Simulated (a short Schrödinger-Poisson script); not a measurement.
Stack: MOS inversion layer, SiO2 on p-type InP, at 300 K.

```
layer  material  thickness (nm)  Na (cm⁻³)
-----  --------  --------------  ---------
1          SiO2             3.3          -
2           InP             580     6.8e17
```

The device is made up for the run: typed textbook-type constants, with dimensions and the other settings drawn at random. SiO2: permittivity 3.9, conduction-band edge (eV) 3.48, gap (eV) 9, electron mass (mₑ) 0.5. InP: permittivity 12.5, conduction-band edge (eV) 0, gap (eV) 1.344, Nv at 300 K (cm⁻³) 1.1e19.

Channel valleys (confinement mass, in-plane density-of-states mass, number): Γ 0.08, 0.08, 1. At the gate the conduction-band edge of layer 1 lies 3.9 eV − eVg above the Fermi level of the channel; the field vanishes at the back. Gaps are held at their typed values at every temperature. Mesh 0.03 nm at interfaces.

Solved with a short Schrödinger-Poisson script written for these runs: 1D Poisson equation in equilibrium, electrons classical, Boltzmann, parabolic valleys, classical holes, full ionisation, no traps, pinning or gate leakage.

The same stack at other levels of the model or other numerical settings:

| run | sheet density of all electrons at Vg = 3.15 V (cm⁻²) | sheet density of all electrons at Vg = 1.35 V (cm⁻²) | capacitance at Vg = 3.15 V (μF/cm²) | centroid of the channel electrons at Vg = 3.15 V (nm) | rough cost against the base |
|---|---|---|---|---|---|
| base | 1.30e13 | 1.77e12 | 1.02 | 0.30 | about 1 |
| electrons treated as classical, Fermi-Dirac | 9.88e12 | 1.18e12 | 0.831 | 1.75 | 7 |
| electrons treated as quantum, Hartree | 9.60e12 | 8.03e11 | 0.838 | ? | 20 |
| electrons treated as quantum, Hartree plus LDA exchange-correlation | 9.79e12 | ? | 0.843 | ? | 30 |
| mesh six times as coarse | 1.28e13 | 1.73e12 | 1.01 | 0.40 | 0.6 |

Fill in the missing entries.


- electrons treated as quantum, Hartree, centroid of the channel electrons at Vg = 3.15 V (nm): 2.05
- electrons treated as quantum, Hartree plus LDA exchange-correlation, sheet density of all electrons at Vg = 1.35 V (cm⁻²): 8.81e11
- electrons treated as quantum, Hartree plus LDA exchange-correlation, centroid of the channel electrons at Vg = 3.15 V (nm): 2.00

The classical rows ignore confinement, and Boltzmann statistics overrate the density once the band edge passes the Fermi level.

Above a few 1e12 electrons/cm² a light Γ valley is non-parabolic and upper valleys begin to fill, which the model leaves out.
